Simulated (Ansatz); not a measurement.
HfW2 (Fd-3m, No. 227, 6 atoms in the cell; start mp-1400), treated with LDA (Ansatz, a first-principles code, PAW).

Numerical settings: plane-wave cutoff 520 eV, 12×12×12 k mesh, Fermi–Dirac smearing 0.05 eV, no spin polarisation, scalar-relativistic PAW data made under PBE.

Cell (relaxed at this level):

Space group Fd-3m, origin choice 1 (No. 227); a = b = c = 7.4880 Å, α = β = γ = 90.00°

```tsv
atom	site	symmetry	x	y	z
Hf	8b	-43m	0.5000	0.5000	0.5000
W	16c	.-3m	0.1250	0.1250	0.1250
```
(The calculation used a cell of 6 atoms; values per cell refer to that cell.)

What does this level give for the bulk modulus B0?


- bulk modulus B0 = 244 GPa

Note: the run has no spin polarisation, so it can have missed a magnetic state; the bulk modulus is −V dP/dV from two relaxed cells at ±2 % in volume; the relaxation could not lower the start's symmetry, so the cell can be a saddle point above a distorted one.

Spin–orbit coupling is not included.

Computed values are for the static lattice.

It cost roughly 110 core-seconds of CPU time.

A start named mp-… is a Materials Project structure, which need not be a measured phase.
